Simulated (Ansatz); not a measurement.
Seebeck coefficient (μV/K, mean over directions) of n-type KMgH3 (Pm-3m) against carrier density, PBEsol, rigid bands in Ansatz (an electronic-structure program). Computed gap 2.36 eV; densities at which minority carriers matter at this gap, or further valleys turn the trend, are left out. Conductivity mass 0.36 mₑ (harmonic mean over directions), N_c = 5.3e18 cm⁻³ at 300 K.

```tsv
electron density	300 K	500 K
1e16 cm⁻³	?	-822
1e17 cm⁻³	?	-624
1e18 cm⁻³	-360	?
3e18 cm⁻³	-268	-333
1e19 cm⁻³	-174	-234
3e19 cm⁻³	-102	-151
1e20 cm⁻³	-50	-81
3e20 cm⁻³	-25	-41
1e21 cm⁻³	-12	-20
```

Fill in the missing entries.


- 1e16 cm⁻³, 300 K: -755
- 1e17 cm⁻³, 300 K: -557
- 1e18 cm⁻³, 500 K: -426

Rigid bands with a gap fixed in temperature, one relaxation time for all states, no polarons or phonon drag, and whether or not such doping can be reached. Spin-orbit coupling is left out.

Formula and space group known from diffraction (Crystallography Open Database), not checked to be the room-temperature form: KMgH3 (Pm-3m).
